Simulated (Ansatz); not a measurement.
**Lattice constant a of TaAg (model structure, P4/mmm, No. 123, 2 atoms in the cell) at several levels of theory**

No measured value is used here.

```json
[
 {"level (code)": "LDA (Ansatz)", "value (Å)": "2.754"},
 {"level (code)": "PBE (Ansatz)", "value (Å)": "2.838"},
 {"level (code)": "PBEsol (Ansatz)", "value (Å)": "2.796"},
 {"level (code)": "r²SCAN (Ansatz)", "value (Å)": "2.824"}
]
```

Density-functional levels without +SOC have no spin–orbit coupling. Cutoffs differ between the levels. Ansatz's density-functional and Hartree–Fock values are scalar-relativistic unless marked +SOC, with PAW data made under PBE.

A model structure was made by putting elements into a prototype or built by hand; it is no filed structure, need not be a known phase, and can be a saddle point held by its symmetry.

Ansatz is a program for electronic structure.
